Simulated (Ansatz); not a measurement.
Consider InP in the zinc blende structure (space group F-43m, No. 216).

```
InP
1.0
    0.00000     2.93928     2.93928
    2.93928     0.00000     2.93928
    2.93928     2.93928     0.00000
P In
1 1
Direct
  0.25000   0.25000   0.25000
  0.00000   0.00000   0.00000
```

Cartesian axes are those of the cell as printed.

Calculations: PBEsol in Ansatz (plane waves to 420 eV, PAW, spin-orbit coupling left out).

Modification: the cell is stretched by 3.58 % along y with no lateral relaxation; the atoms relax in the strained cell.

Problem. Predict the stress tensor and what it implies for the stiffness.

Solution. Stress of the strained cell less that of the base (GPa, compression positive):
```
  -1.65    0.00    0.00
   0.00   -3.25    0.00
   0.00    0.00   -1.65
```

Then −Δσ_ii/ε with ε = 0.0358 gives secant stiffness values (nonlinear terms included at this strain): C22 ≈ 91 GPa, C12 ≈ 46 GPa and C23 ≈ 46 GPa.

As a check, the harmonic strain energy −½ V₀ Δσ:ε is 9.2 meV/atom; the computed energy rise is 9.4 meV/atom.

Stability against distortions was not tested.

Ansatz is an electronic-structure program.
